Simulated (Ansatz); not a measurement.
The reference is ZnSe in the zinc blende structure (space group F-43m, No. 216).

```xyz
2
Lattice="0.0000 2.8327 2.8327 2.8327 0.0000 2.8327 2.8327 2.8327 0.0000" Properties=species:S:1:pos:R:3 pbc="T T T"
Se     4.2491     4.2491     4.2491
Zn     0.0000     0.0000     0.0000
```

Calculations: r2SCAN (Ansatz, a quantum-chemistry and plane-wave program; PAW; 500 eV plane waves; no SOC).

Base values:

| Property | Value |
|---|---|
| Valley order | Γ 1.87 eV; L along ⟨111⟩ 3.05 eV; X along ⟨100⟩ 3.34 eV |
| Electron mass | 0.12 mₑ (at Γ) |
| Width of the top valence band | 2.71 eV |

Perturbation: cell and atoms relaxed at a pressure of 10 GPa.

Problem. Estimate the effect on the valley order, electron mass and width of the top valence band.

Solution. The valley order (the lowest conduction-band minima on the path, energy above the VBM, named in the base's zone) becomes Γ 2.39 eV; X along ⟨100⟩ 3.05 eV; L along ⟨111⟩ 3.27 eV (base: Γ 1.87 eV; L along ⟨111⟩ 3.05 eV; X along ⟨100⟩ 3.34 eV); the electron mass becomes 0.14 mₑ (at Γ) (base: 0.12 mₑ (at Γ)); the width of the top valence band grows by 0.62 eV (2.71 eV → 3.33 eV).

The levels and masses belong to the bands next to the band gap. Load acts through the strain it causes; cell and atoms are relaxed under it. Masses are band curvatures over ±0.01 Å⁻¹ around the edge. No phonon test of stability was made. Tetrahedral semiconductors of this kind turn to denser phases somewhere between about 1 and 50 GPa; those were not computed, so compressed cells here can lie past the real transition.
